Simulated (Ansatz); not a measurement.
Start from Ag in the fcc (Cu type) structure (space group Fm-3m, No. 225; a = 4.105 Å; relaxed with 0.1 eV smearing). Axes: x, y, z lie along the cube axes.

Level of theory: r2SCAN (Ansatz, a quantum-chemistry and plane-wave program, PAW, spin-orbit coupling left out), earlier PAW set.

One thing is altered: compressive biaxial strain of 2.40 % in the plane normal to [001], as in epitaxy on a mismatched substrate; the out-of-plane cell vector and the atoms relax.

Q: Estimate the effect on the ratio −ε⊥/ε∥.

A: The ratio −ε⊥/ε∥ comes out as 1.45.

Whether these cells are dynamically stable was not tested.
